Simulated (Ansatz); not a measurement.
The starting structures come from a database of crystals and need not be the phases stable at ambient conditions.

Tunnelling through a barrier is set by its complex band structure: the current falls as exp(−2κd) with the smallest κ.

Input:

```
CELL_PARAMETERS angstrom
      5.46636     0.00000     0.00000
      0.00000    11.55026     0.00000
      0.00000     5.77513     3.81352
ATOMIC_POSITIONS crystal
  Ba 0.43612 0.75000 0.00000
  Ba 0.56388 0.25000 0.00000
  Zr 0.00000 0.25000 0.50000
  Zr 0.00000 0.75000 0.50000
  F  0.75179 0.81872 0.61538
  F  0.24821 0.18128 0.38462
  F  0.75179 0.68128 0.38462
  F  0.24821 0.31872 0.61538
  F  0.24821 0.56590 0.61538
  F  0.75179 0.43410 0.38462
  F  0.24821 0.93410 0.38462
  F  0.75179 0.06590 0.61538
  F  0.84196 0.43468 0.00000
  F  0.15804 0.56532 0.00000
  F  0.84196 0.06532 0.00000
  F  0.15804 0.93468 0.00000
```

Space group of this cell: Cmme. The cell is taken as given.

Transport runs along the normal of the first two printed cell vectors.

The gap is the functional's own, uncorrected, and κ follows it; spin-orbit coupling is left out. Mid-gap values are interpolated between the computed energies.

Estimate the band gap and the smallest decay constant κ at mid-gap that Ansatz (a quantum-chemistry and plane-wave program) with r2SCAN returns for this system.

Gap 7.17 eV on a 6×8×8 mesh; κ = 0.550 1/Å, at the zone centre.
